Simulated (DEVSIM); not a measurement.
Device: n-channel Si planar bulk MOSFET with SiO2, at 250 K.

```
Quantity                                                      Value
-----------------------  ------------------------------------------
Gate length                                                   50 nm
Source drain length                                           40 nm
Dielectric thickness                                         1.4 nm
Lateral straggle                                             2.4 nm
Underlap                                                       0 nm
Junction depth                                                28 nm
Substrate depth                                              171 nm
Gate work function                                          4.15 eV
Source and drain doping  1.2e20 cm⁻³, Gaussian tails under the gate
Body doping                                             1.2e18 cm⁻³
Lifetime                                                     3e-7 s
Supply                                                        0.7 V
```

All mobilities are scaled by 0.3; velocity saturation, μ/(1 + (μE/vsat)^b)^(1/b) with b = 2 for electrons and 1 for holes and E the electric field along each mesh edge, is on. Mobility is μmin + (μ − μmin)/(1 + (N/Nref)^α).

Constants are typed, rounded textbook-type inputs, not results; the design itself was drawn at random and stands for no fabricated device. Values at 300 K; Nc and Nv go as T^1.5, mobilities as T to minus their exponent, the gap by Varshni's rule with the affinity fixed.

Si: gap (eV) 1.124, affinity (eV) 4.05, permittivity 11.7, Nc (cm⁻³) 2.86e19, Nv (cm⁻³) 3.1e19, μn (cm²/Vs) 1417, μp (cm²/Vs) 470, μn,min 52, μp,min 45, Nref,n 9.7e16, Nref,p 2.2e17, αn 0.68, αp 0.72, T exponent of μn 2.3, T exponent of μp 2.2, vsat,n (cm/s) 1e7, vsat,p (cm/s) 8.4e6, Varshni α (eV/K) 0.000473, Varshni β (K) 636. SiO2: gap (eV) 9, affinity (eV) 0.9, permittivity 3.9.

Model (solved in DEVSIM): 2D drift-diffusion, Boltzmann statistics, complete ionisation; no quantum confinement, tunnelling, impact ionisation, self-heating, contact resistance or fringe fields beside the gate. Metal contacts follow the ideal Schottky-Mott rule: no Fermi-level pinning, no interface dipoles.

Transfer curves, |Id| in μA/μm:

| Vg (V) | Vd = 0.05 V | Vd = 0.7 V |
|---|---|---|
| -0.21 | 1.138e-6 | 1.493e-5 |
| -0.175 | 3.905e-6 | 4.799e-5 |
| -0.14 | 1.346e-5 | 0.0001563 |
| -0.105 | 4.657e-5 | 0.0005139 |
| -0.07 | 0.0001614 | 0.001703 |
| -0.035 | 0.0005603 | 0.005667 |
| 0 | 0.001944 | 0.01889 |
| 0.035 | 0.006734 | 0.06281 |
| 0.07 | 0.02321 | 0.2065 |
| 0.105 | 0.07914 | 0.6595 |
| 0.14 | 0.2632 | 1.978 |
| 0.175 | 0.8279 | 5.284 |
| 0.21 | 2.327 | 12.03 |
| 0.245 | 5.472 | 23.22 |
| 0.28 | 10.47 | 39.03 |
| 0.315 | 16.75 | 59.10 |
| 0.35 | 23.56 | 82.91 |
| 0.385 | 30.42 | 109.9 |
| 0.42 | 37.08 | 139.7 |
| 0.455 | 43.47 | 171.9 |
| 0.49 | 49.56 | 206.2 |
| 0.525 | 55.35 | 242.3 |
| 0.56 | 60.86 | 280.0 |
| 0.595 | 66.10 | 319.1 |
| 0.63 | 71.09 | 359.5 |
| 0.665 | 75.86 | 401.0 |
| 0.7 | 80.42 | 443.6 |

### Question
Work out the subthreshold swing at low drain bias from the rows at -0.07 and -0.035 V, and compare it with the thermal limit.

### Answer
log10(0.0005603/0.0001614) = 0.541 over 35.0 mV, so S = 64.8 mV/decade. The limit kT/q ln 10 is 49.6 mV/decade; the ratio is 1.31. This is the steepest step of the table.

### Question
Find both thresholds at the constant current 0.1 μA × (1 μm/L) a micrometre, and the DIBL.

### Answer
The current is 2.00 μA/μm. Interpolating ln Id gives 0.205 V and 0.140 V; their difference over the 0.65 V of drain bias is 99 mV/V.

Source and drain are degenerate, where Boltzmann statistics are only rough. The electric field that drives the saturation includes the junctions' built-in field, which lowers the mobility there even at small currents: subthreshold currents come out too low, a known weakness of this choice.
